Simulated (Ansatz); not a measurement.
Consider the following.

```
CELL_PARAMETERS angstrom
      3.22128     0.00000     0.00000
     -1.61064     2.78971     0.00000
      0.00000     0.00000    14.31615
ATOMIC_POSITIONS crystal
  Zr 0.66667 0.33333 0.58810
  Zr 0.33333 0.66667 0.41190
  Zr 0.33333 0.66667 0.08810
  Zr 0.66667 0.33333 0.91190
  Al 0.66667 0.33333 0.25000
  Al 0.33333 0.66667 0.75000
  N  0.00000 0.00000 0.50000
  N  0.00000 0.00000 0.00000
```

Method: PBEsol, DFPT electron-phonon coupling, linearised Boltzmann equation (plane waves, PAW, scalar-relativistic; Ansatz, a quantum-chemistry and plane-wave program). Geometry: relaxed with this functional, without spin-orbit coupling.

Question: What phonon-limited resistivity does this give at 300 K?

Answer: 22 (x), 22 (y), 26 (z) μΩ·cm.

A metal at this level (no band gap). Only scattering by harmonic phonons is included (no impurities, grain boundaries, electron-electron scattering or thermal expansion). Spin-orbit coupling is left out. Halving the electron mesh (32x32x8) moves the resistivity by up to 2 % at 300 K. Smearing 0.20 eV; phonons on a 5x5x1 q mesh, which this run doesn't test.

Computed structure with no diffraction record at hand here (it may be known, metastable or hypothetical): Zr2AlN (P6_3/mmc).
